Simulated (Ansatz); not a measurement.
# Worked example: self-consistent single point of CuI (F-43m, 2 atoms in the cell) in Ansatz

Method: PBE (plane waves, PAW; Ansatz, a program for electronic structure).

Input:

Ansatz 0.2 input:
```yaml
crystal:
  lattice:
    - [0.00000000, 3.02500000, 3.02500000]
    - [3.02500000, 0.00000000, 3.02500000]
    - [3.02500000, 3.02500000, 0.00000000]
  atoms:
    - { symbol: Cu, position_ang: [0.00000000, 0.00000000, 0.00000000] }
    - { symbol: I, position_ang: [1.51250000, 1.51250000, 1.51250000] }
basis:
  ecutwfc: 30.9 Ry
kpoints:
  mp_grid: { grid: [5, 5, 5] }
hamiltonian:
  xc: pbe
  pseudopotentials: { kind: paw }
scf:
  occupations: { method: fermi_dirac, width: 0.0007 Ry }
output:
  forces: true
  eigenvalues: true
  stress: true
```

Log, with long lists cut:

```
WARN ansatz: RAYON_NUM_THREADS=1 ignored (pool sized by the plan → 1); use --threads N
Pseudopotentials: kind: paw
Pseudopotential: Cu, paw, valence charge 19
Pseudopotential: I, paw, valence charge 17
Crystal: 2 atoms, lattice volume = 55.361 Å³
Basis set: ecut = 420.4159175005146 eV, 1067 PW (Γ), exchange–correlation on 60×60×60 points (8 copies of the dense FFT grid, shifted against one another)
Bands: 22, of which v1, the nominal top of the filled ones, is band 18 counted from 1 (17 counted from 0)
Symmetry: 24 space group operations
Space group: F-43m (ITA 216), of the structure as read, at distance tolerance 3.8e-5 Å
k-points: 10 of 125 (time reversal used)
Initial density: superposition of atomic densities (neutral atoms: chi_scale 0, normalization atom), corrected by the library's trained network
Initial wavefunctions: pseudopotential atomic-orbital guess
Eigensolver: davidson
Functional: x = pbe(κ = 0.804, μ = 0.2195149727645171), c = pbe(β = 0.06672455060314922)
SCF iter   1: F=—  HF=-14138.356325 eV  |F-HF|=—  |Δ(HF+E_count)|=         —  Δρ=1.38e-3  dr2=7.06e-4  ethr=1.77e-3  ⟨swp⟩=6.4  Hψ=1093  notcnv=0
all-band conjugate gradients solve this SCF's bands
preconditioner: auto → none
SCF iter   2: F=—  HF=-14138.356611 eV  |F-HF|=—  |Δ(HF+E_count)|=   2.86e-4  Δρ=2.27e-3  dr2=1.77e-3  ethr=1.96e-6  ⟨swp⟩=3.0  Hψ=628  notcnv=0
SCF iter   3: F=—  HF=-14138.356206 eV  |F-HF|=—  |Δ(HF+E_count)|=   4.05e-4  Δρ=1.86e-4  dr2=1.32e-5  ethr=1.96e-6  ⟨swp⟩=2.0  Hψ=421  notcnv=0
SCF iter   4: F=—  HF=-14138.356235 eV  |F-HF|=—  |Δ(HF+E_count)|=   2.89e-5  Δρ=6.73e-5  dr2=1.41e-6  ethr=3.67e-8  ⟨swp⟩=2.0  Hψ=336  notcnv=0
SCF iter   5: F=—  HF=-14138.356242 eV  |F-HF|=—  |Δ(HF+E_count)|=   7.30e-6  Δρ=2.23e-5  dr2=2.84e-7  ethr=3.93e-9  ⟨swp⟩=2.0  Hψ=321  notcnv=0
SCF iter   6: F=-14138.356243 eV  HF=-14138.356243 eV  |F-HF|=7.99e-9  |Δ(HF+E_count)|=   6.13e-7  Δρ=3.40e-6  dr2=4.66e-9  ethr=2.78e-10  ⟨swp⟩=6.9  Hψ=1041  notcnv=0
SCF 1 converged in 6 iterations: F = -14138.356243 eV  dr2 = 4.66e-9
SCF converged after 6 iterations
Free energy (F): -14138.356243 eV
Harris-Foulkes:  -14138.356243 eV  (|F-HF|=7.99e-9)
Internal energy: -14138.356243 eV  (E = F + TS)
E sigma→0 (E₀):  -14138.356243 eV
Fermi energy:    8.827618 eV
--- Per-component energies (eV) ---
  E_band       = -864.710253
  E_kinetic    = 489.572736
  E_local      = -7607.533835  (includes V_loc(G=0)·N_el)
  E_nonlocal   = 313.620849
  E_hartree    = 3536.700291
  E_xc         = -215.318373
  E_vxc        = -241.158696  (∫ρ·V_xc dr)
  E_paw        = -6492.340500  (= ΣΔE_a)
  E_vpaw       = -892.611441  (= ΣTr[D̂ρ^β])
  E_aug_tail   = 0.000274  (compensation charges beyond the density's cutoff)
  E_ewald      = -4163.057685
  E_smearing   = -0.000000  (= −TS)
  E_closure    = 0.000000  (closes the sum)
  Σ components = -14138.356243   (vs F -14138.356243, Δ=0.00e0)
--- Forces (eV/Å), atoms counted from 1 ---
  atom   1  Cu     0.00000000     0.00000000    -0.00000000
  atom   2  I     -0.00000000     0.00000000     0.00000000
  max |Σ_I F_I| component: 9.25e-18 eV/Å
--- Stress (GPa, compression-positive) ---
        0.650261       0.000000      -0.000000
        0.000000       0.650261       0.000000
        0.000000       0.000000       0.650261
  P = ⅓ Tr σ = 0.6503 GPa (6.503 kbar)
  The stress holds the Pulay correction. Without it, at fixed plane waves, as pw.x and ABINIT print it: P = 0.6049 GPa
--- Band table (eV; the first three rows and the last of 10) ---
  k-point 0: bands = ["-103.2532", "-60.6671", "-60.6671", "-60.6671", "-37.5014", "-37.5014", "-37.5014", "-37.4964", "-37.4964", "-5.8086", "4.5728", "4.5728", "4.5728", "6.3775", "6.3775", "8.2540", "8.2540", "8.2540", "9.3908", "13.1206", [...]
  k-point 1: bands = ["-103.2533", "-60.6671", "-60.6671", "-60.6671", "-37.5014", "-37.5013", "-37.5013", "-37.4964", "-37.4964", "-5.6307", "3.8736", "4.5851", "4.5851", "6.3673", "6.3673", "7.1956", "7.9873", "7.9873", "10.4416", "13.3068", [...]
  k-point 2: bands = ["-103.2533", "-60.6672", "-60.6671", "-60.6671", "-37.5014", "-37.5011", "-37.5011", "-37.4964", "-37.4964", "-5.3071", "2.7905", "4.5953", "4.5953", "6.3939", "6.3939", "6.5325", "7.6003", "7.6003", "10.4365", "13.7020", [...]
  k-point 9: bands = ["-103.2533", "-60.6671", "-60.6671", "-60.6671", "-37.5014", "-37.5011", "-37.5009", "-37.4965", "-37.4962", "-5.1045", "3.0240", "3.8481", "4.4562", "6.3239", "6.3386", "6.5571", "6.6771", "7.0738", "12.3913", "12.6999", [...]
```

The run converged in 6 iterations.

The starting cell has typed, rounded lattice constants, without a prior relaxation at this level. Spin-orbit coupling is off. Ansatz's pressure includes its estimate of the finite-basis (Pulay) stress.
